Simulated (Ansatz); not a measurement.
The starting structures come from a database of crystals and need not be the phases stable at ambient conditions.

The decay constant κ of evanescent states in the gap governs leakage through a thin film.

Given:

```
CELL_PARAMETERS angstrom
      5.90208     0.00000     0.00000
      0.00000     7.17612     0.04956
      0.00000     1.00908     5.42768
ATOMIC_POSITIONS crystal
  Cs 0.75000 0.28290 0.00875
  Cs 0.25000 0.71710 0.99125
  H  0.50000 0.00000 0.50000
  H  0.00000 0.00000 0.50000
  S  0.25000 0.24158 0.54253
  S  0.75000 0.75842 0.45747
  O  0.54169 0.88410 0.37327
  O  0.45831 0.11590 0.62673
  O  0.04169 0.11590 0.62673
  O  0.95831 0.88410 0.37327
  O  0.25000 0.39778 0.67680
  O  0.75000 0.60222 0.32320
  O  0.75000 0.70589 0.72758
  O  0.25000 0.29411 0.27242
```

Space group of this cell: P2_1/m. The cell was relaxed by PBE-D3(BJ); by r2SCAN its mean pressure is -2.3 GPa.

Transport runs along the normal of the first two printed cell vectors.

No gap correction and no spin-orbit coupling; mid-gap values are interpolated between computed energies.

**Question.** Estimate the band gap and the smallest decay constant κ at mid-gap that r2SCAN (Ansatz, a first-principles code) returns for this system.

**Answer.** Gap 6.38 eV on a 6×4×6 mesh; κ = 0.514 1/Å, at the zone centre.
